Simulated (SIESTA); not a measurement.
Band structure of GaAu (Pnma, 8 atoms in the cell).

```
GaAu
1.0
    6.31989     0.00000     0.00000
    0.00000     3.67838     0.00000
    0.00000     0.00000     6.32138
Ga Au
4 4
Direct
  0.67939   0.25000   0.07584
  0.32061   0.75000   0.92416
  0.82061   0.75000   0.57584
  0.17939   0.25000   0.42416
  0.50487   0.25000   0.68765
  0.49513   0.75000   0.31235
  0.99513   0.75000   0.18765
  0.00487   0.25000   0.81235
```

Method of the run: GGA PBEsol, numerical atomic orbitals DZP, PseudoDojo PBEsol standard norm-conserving potentials (rewritten from UPF to PSML) run with SIESTA.

Settings: XC.functional = GGA; XC.authors = PBEsol; potentials = PseudoDojo PBEsol standard; PAO.BasisSize = DZP; PAO.EnergyShift = 0.01 Ry; MeshCutoff = 300 Ry; kgrid.MonkhorstPack = 3 5 3; OccupationFunction = MP; OccupationMPOrder = 0; ElectronicTemperature = 1160.45 K; MaxSCFIterations = 150; SCF.Mixer.Method = Broyden; SCF.Mixer.Weight = 0.2; SCF.Mixer.History = 6.

The starting cell comes from a database of computed structures (which also holds hypothetical and non-ambient phases and stackings), without a prior relaxation at this level. Its lattice was rescaled by a random factor within 2.5 % of one. Spin-orbit coupling is off. Values carry the incompleteness of an atom-centred basis.

Levels in eV from the Fermi level, bands 61 to 66:
| point | 61 | 62 | 63 | 64 | 65 | 66 |
|---|---|---|---|---|---|---|
| Γ | -2.88 | -1.87 | -0.80 | -0.50 | 0.64 | 0.98 |
| X | -2.02 | -2.02 | -1.64 | -1.64 | -0.66 | -0.66 |
| S | -1.55 | -1.55 | -1.55 | -1.55 | 0.55 | 0.55 |
| Y | -3.49 | -3.49 | 0.02 | 0.02 | 2.75 | 2.75 |
| Z | -2.75 | -2.75 | 0.00 | 0.00 | 2.73 | 2.73 |
| U | -1.77 | -1.77 | -1.64 | -1.64 | -0.50 | -0.50 |
| R | -3.13 | -3.13 | -3.13 | -3.13 | 3.17 | 3.17 |
| T | -0.46 | -0.46 | 0.58 | 0.58 | 2.11 | 2.11 |

Bands cross the Fermi level along this path, so the cell is metallic at this level.

Higher empty bands are left out: an atom-centred basis made for the valence describes them poorly.
